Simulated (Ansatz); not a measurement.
System: MgAlNO (model structure, started from the AlSiCN type, P3m1, No. 156, 4 atoms in the cell). Method: PBE (plane waves, PAW; Ansatz, an electronic-structure program).

Run with plane-wave cutoff 520 eV, 12×12×8 k mesh (along the axes of the cell as run), Fermi–Dirac smearing 0.01 eV, scalar-relativistic PAW data made under PBE.

The cell is the one relaxed with PBEsol. Conventional cell: a = 3.1799 Å, b = 3.1799 Å, c = 5.0831 Å, α = 90.00°, β = 90.00°, γ = 120.00°.

```xyz
4
Lattice="3.1799 0.0000 0.0000 -1.5899 2.7538 0.0000 0.0000 0.0000 5.0831" Properties=species:S:1:pos:R:3 pbc="T T T"
Al     0.0000     1.8359     2.5553
Mg     1.5899     0.9179     5.1167
O      0.0000     1.8359     0.7181
N      1.5899     0.9179     3.0468
```

Question: List the 10 lowest band energies at Γ above −25 eV (eV, relative to the valence band maximum), grouping those that round alike.

Answer: At Γ: -17.58, -13.07, -5.07, -1.79 (×2), -0.37, 0.00 (×2), 3.41, 7.38.

Note: the relaxation could raise the start's symmetry but not lower it, so the cell can be a saddle point; cell and atoms aren't relaxed at this level (largest force component 0.04 eV/Å, pressure 3.2 GPa).

A model structure was made by putting elements into a prototype or built by hand; it is no filed structure, need not be a known phase, and can be a saddle point held by its symmetry.
